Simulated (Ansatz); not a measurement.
What isotropic strain +2.00 % does to Ru

Take Ru in the hcp (Mg type) structure (space group P6_3/mmc, No. 194; a = 2.704 Å, c = 4.263 Å; relaxed with 0.1 eV smearing) as the base.

One thing is altered: every lattice vector is stretched by 2.00 %, atoms relaxed at fixed cell.

Method: r2SCAN in Ansatz (plane waves to 500 eV, PAW, no spin-orbit coupling). Settings: 24×24×14 k-points, 0.1 eV Fermi–Dirac smearing.

The volume per atom goes up by 0.83 Å³, from 13.50 Å³ to 14.33 Å³ and the space group stays P6_3/mmc (No. 194). The shortest interatomic distance grows by 0.053 Å to 2.695 Å and the energy goes up by 47 meV/atom. The pressure (mean of the normal stresses, compression positive) goes from zero to -17.3 GPa and the band gap is still zero.

Stability against distortions was not tested. All final runs are without spin polarisation.

Ansatz is a quantum-chemistry and plane-wave program.
